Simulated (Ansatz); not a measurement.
Start from CoO in the rock salt structure (space group Fm-3m, No. 225; a = 4.248 Å; ferromagnetic).

Computed with PBE (Ansatz, an electronic-structure program), no SOC.

One change was made to it. Results:

The shortest interatomic distance drops by 0.0583 bohr, from 4.014 bohr to 3.955 bohr; the density grows by 0.292 g/cm³ (6.49 g/cm³ → 6.79 g/cm³); the largest site moment shrinks by 0.13 μB (2.48 μB → 2.35 μB).

Name the change that was made.
(A) pressure 0.7 GPa
(B) pressure 0.3 GPa
(C) pressure −2 GPa
(D) pressure 7.5 GPa

D, pressure 7.5 GPa. For comparison, the shortest interatomic distance in the other runs: pressure 0.7 GPa gives 4.008 bohr; pressure −2 GPa gives 4.030 bohr; pressure 0.3 GPa gives 4.011 bohr.

Load acts through the strain it causes; cell and atoms are relaxed under it. Whether these cells are dynamically stable was not tested. Competing high-pressure phases were not computed. No Hubbard U is applied and the magnetic state is the run's own (CoO ferromagnetic); small cells can't hold the antiferromagnetic order that many such compounds have, so gaps and moments can be off. In its common phase, real CoO is an antiferromagnetic insulator at low temperature.
